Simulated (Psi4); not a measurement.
Psi4 1.11, PBE/def2-svp: Se(I)(OH) (O[Se]I), 4 atoms. The geometry is a generated start, not checked to be a minimum at this level.

```
Item                                                  Value
--------------------------  -------------------------------
task                                                 energy
method                                                  pbe
basis                                              def2-svp
memory                                                 3 GB
maxiter                                                 100
keys of the molecule block                      symmetry c1
scf_type                                       df (default)
guess                        auto, which took SAD (default)
scf_initial_accelerator                     adiis (default)
e_convergence                               1e-06 (default)
d_convergence                               1e-06 (default)
dft_radial_points                              75 (default)
dft_spherical_points                          302 (default)
effective core potentials   those of the basis set, past Kr
basis functions                                          77
grid points                                           83941
```

```xyz
4

Se     0.4482     0.1616     0.9760
I      0.5916     2.1203    -0.5460
O     -0.0399    -1.1262    -0.1638
H     -0.9998    -1.1558    -0.2662
```

One run each on 2 threads. Values of diis_max_vecs tried: 3, 6, 10 (default), 20.

Q: Which value of diis_max_vecs needs the fewest SCF iterations, and what happens away from it?

A: Fewest SCF iterations, within one of each other: 6 with 10, 10 (default) with 10, 20 with 10. The count rises to 21 at 3. All converge to one solution.

```
diis_max_vecs  SCF iterations            end
-------------  --------------  -------------
3                          21  same solution
6                          10  same solution
10 (default)               10  same solution
20                         10  same solution
```
